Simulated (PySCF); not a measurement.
PySCF 2.14.0, HF/def2-svp, df: Si(H)2(nPr)2 (CCC[SiH2]CCC), 23 atoms. The geometry is a generated start, not checked to be a minimum at this level.

| Item | Value |
|---|---|
| task | energy |
| method | hf |
| basis | def2-svp |
| two-electron scheme | density fitting |
| mol.max_memory | 3000 MB |
| mf.max_cycle | 100 |
| mf.init_guess | minao (default) |
| mf.DIIS | CDIIS (default) |
| mf.diis_space | 8 (default) |
| mf.conv_tol | 1e-09 (default) |
| basis functions | 182 |

```xyz
23

Si     0.0306    -0.4195    -0.6776
C      1.5286     0.1381     0.3528
C      2.8647    -0.2645    -0.2611
C      4.0422     0.1869     0.5948
C     -1.5529     0.1833     0.1856
C     -2.8287    -0.2103    -0.5501
C     -4.0774     0.2814     0.1752
H      0.1082     0.1478    -2.0313
H      0.0173    -1.8857    -0.7844
H      1.4648    -0.2851     1.3577
H      1.5138     1.2233     0.4770
H      2.9538     0.1718    -1.2582
H      2.8993    -1.3498    -0.3766
H      4.0427     1.2701     0.6959
H      4.9867    -0.1163     0.1482
H      3.9784    -0.2487     1.5906
H     -1.5301     1.2705     0.2901
H     -1.5971    -0.2177     1.2004
H     -2.8084     0.2046    -1.5600
H     -2.8713    -1.2976    -0.6461
H     -4.0767     1.3681     0.2401
H     -4.9783    -0.0304    -0.3489
H     -4.1104    -0.1205     1.1861
```

One run each on 2 threads, 1 BLAS thread. Values of level_shift (Hartree) tried: 0 (default), 0.1, 0.3, 1.

Question: Predict the course of the Fock builds along this series.

Answer: Fewest Fock builds, within one of each other: 0 (default) with 11, 0.1 with 12. The count rises to 22 at 1. All converge to one solution.

```json
[
 {"level_shift (Hartree)": "0 (default)", "Fock builds": "11", "end": "same solution"},
 {"level_shift (Hartree)": "0.1", "Fock builds": "12", "end": "same solution"},
 {"level_shift (Hartree)": "0.3", "Fock builds": "14", "end": "same solution"},
 {"level_shift (Hartree)": "1", "Fock builds": "22", "end": "same solution"}
]
```
